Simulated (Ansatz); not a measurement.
A relaxation of the atoms of CsH (P4mm, 2 atoms in the cell) with Ansatz (a quantum-chemistry and plane-wave program).

Computed with LDA (PW92), default PAW files made with PBE (plane waves; Ansatz).

The change in words: one atom moved by 0.15 angstrom; relax: default → atoms; relax.f_tol: default → 0.002 eV/Å. Reference geometry:
```
CELL_PARAMETERS angstrom
      3.79932     0.00000     0.00000
      0.00000     3.79932     0.00000
      0.00000     0.00000     3.79932
ATOMIC_POSITIONS crystal
  Cs 0.00000 0.00000 0.00000
  H  0.50000 0.50000 0.50000
```

Reference input (self-consistent single point, DFT, LDA (PW92), plane waves, default PAW files made with PBE): basis.ecutwfc = 30.9 Ry; kpoints.mp_grid.grid = 7 7 7; hamiltonian.xc = lda; hamiltonian.pseudopotentials = {kind: paw} (the program's default PAW files); scf.occupations.method = fixed. This run's input differs from it in these lines:

```diff
@@ -6,3 +6,3 @@
   atoms:
-    - { symbol: Cs, position: [0.000000, 0.000000, 0.000000] }
+    - { symbol: Cs, position: [0.000000, 0.000000, 0.039481] }
     - { symbol: H, position: [0.500000, 0.500000, 0.500000] }
@@ -17,2 +17,4 @@
   occupations: { method: fixed }
+relax:
+  f_tol: 0.002
 output:
```

Output (repeated stretches shortened):

```
   [... SCF lines of the steps left out ...]
relax step   1: F+E_penalty+E_count = -5520.91236044 eV  Δ(F+E_penalty+E_count) = +0.000e0 eV  max|allowed force component| = 4.915e-2 eV/Å  Δτ_max = 0.0000 Å  (6 SCF iters, dr2 threshold 1.00e-7 eV, accepted)
relax step   2: F+E_penalty+E_count = -5520.91474216 eV  Δ(F+E_penalty+E_count) = -2.382e-3 eV  max|allowed force component| = 2.872e-2 eV/Å  Δτ_max = 0.0306 Å  (4 SCF iters, dr2 threshold 1.51e-7 eV, accepted)
relax step   3: F+E_penalty+E_count = -5520.91598986 eV  Δ(F+E_penalty+E_count) = -1.248e-3 eV  max|allowed force component| = 3.967e-3 eV/Å  Δτ_max = 0.0382 Å  (5 SCF iters, dr2 threshold 5.16e-8 eV, accepted)
relax step   4: F+E_penalty+E_count = -5520.91601426 eV  Δ(F+E_penalty+E_count) = -2.440e-5 eV  max|allowed force component| = 1.055e-5 eV/Å  Δτ_max = 0.0062 Å  (5 SCF iters, accepted)
the relaxation is at rest under the 8 symmetry operations that the run kept from its start: a minimum is not shown …
Stability not checked: this state was not tested for a lower state beside it, because too few of the mixer's solves of this state at the end of the SCF gave a …
Free energy (F): -5520.916014 eV
Internal energy: -5520.916014 eV  (E = F + TS)
E sigma→0 (E₀):  -5520.916014 eV
Fermi energy:    4.038194 eV
--- Forces (eV/Å), atoms counted from 1 ---
  atom   1  Cs    -0.00000000     0.00000000     0.00001056
  atom   2  H      0.00000000     0.00000000    -0.00001054
   [... lines left out ...]
  The stress holds the Pulay correction. Without it, at fixed plane waves, as pw.x and ABINIT print it: P = -1.8268 GPa
--- Relaxed structure (4 steps of the walk, 4 accepted, 0 SCFs on fresh bases) ---
  F+E_penalty+E_count = -5520.91601426 eV   max|allowed force component| = 1.055e-5 eV/Å
  atoms:
    - { symbol: Cs, position: [2.7721894780504544e-36, 0.0, 0.019736330103761454] }
    - { symbol: H, position: [0.5, 0.5, 0.5197446698962386] }
```

The run converged. 

Summary of the result:
- Free energy E − TS (on the zero of these files) = -5520.9160 eV
- Top of the valence band (on the code's own zero) = 4.04 eV
- Gap on the k-point mesh = 2.79 eV
- Pressure = -1.80 GPa
- Relaxation steps = 4

The starting cell comes from a database of computed structures (which also holds hypothetical and non-ambient phases and stackings), without a prior relaxation at this level. Its lattice was rescaled by up to half a per cent. For this run, on top of that: one atom moved by 0.15 angstrom. The relaxation keeps the symmetry of its start, so its end need not be a minimum. Ansatz's pressure includes its estimate of the finite-basis (Pulay) stress.

Keys are those of Ansatz 0.2.
